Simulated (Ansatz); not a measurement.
Density of states of GaP (F-43m) above the conduction band minimum, HSE06 with spin-orbit coupling, rigid bands (Ansatz, an electronic-structure program); cell volume 40.2 Å³.

| energy from edge (eV) | 10⁻³ states/eV/cell |
|---|---|
| 0.006 | 33.9 |
| 0.031 | 88.5 |
| 0.056 | 106 |
| 0.081 | 121 |
| 0.106 | 135 |
| 0.131 | 150 |
| 0.156 | 166 |
| 0.181 | 182 |
| 0.206 | 199 |
| 0.231 | 215 |
| 0.256 | 230 |
| 0.281 | 247 |
| 0.319 | 311 |
| 0.344 | 347 |
| 0.369 | 376 |
| 0.394 | 403 |
| 0.419 | 429 |
| 0.444 | 453 |
| 0.469 | 476 |
| 0.494 | 498 |
| 0.519 | 521 |
| 0.544 | 541 |
| 0.569 | 563 |
| 0.594 | 585 |

### Question
What effective density of states at 300 K does this give (∫ g(E) exp(−E/k_BT) dE, both spins, divided by the cell's size)?

### Answer
4.2e19 cm⁻³, a density-of-states mass of 1.41 mₑ, valleys and band degeneracy included.

Geometry: cell and atoms relaxed with PBEsol.
